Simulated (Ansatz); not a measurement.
Ba2TiO4 (P4/mmm, No. 123, 7 atoms in the cell; start mp-36194; a measured phase of this formula has another space group), treated with PBEsol in Ansatz (PAW).

Settings: plane-wave cutoff 520 eV, 8×8×4 k mesh (along the axes of the cell as run), Fermi–Dirac smearing 0.01 eV, no spin polarisation, scalar-relativistic PAW data made under PBE.

Cell (relaxed at this level):

```xyz
7
Lattice="3.9170 0.0000 0.0000 0.0000 3.9170 0.0000 0.0000 0.0000 11.2060" Properties=species:S:1:pos:R:3 pbc="T T T"
Ba     0.0000     0.0000     7.5424
Ba     0.0000     0.0000     3.6636
Ti     1.9585     1.9585     5.6030
O      0.0000     1.9585     5.6030
O      1.9585     0.0000     5.6030
O      1.9585     1.9585     7.5653
O      1.9585     1.9585     3.6407
```

### Question
Give the computed band gap.

### Answer

* **band gap**: 1.98 eV (on the SCF k mesh)

Note: the relaxation could not lower the start's symmetry, so the cell can be a saddle point above a distorted one.

Spin–orbit coupling is not included.

Computed values are for the static lattice.

Cost on a shared machine: roughly 12 core-minutes.

A start named mp-… is a Materials Project structure, which need not be a measured phase.

Ansatz is a program for electronic structure.
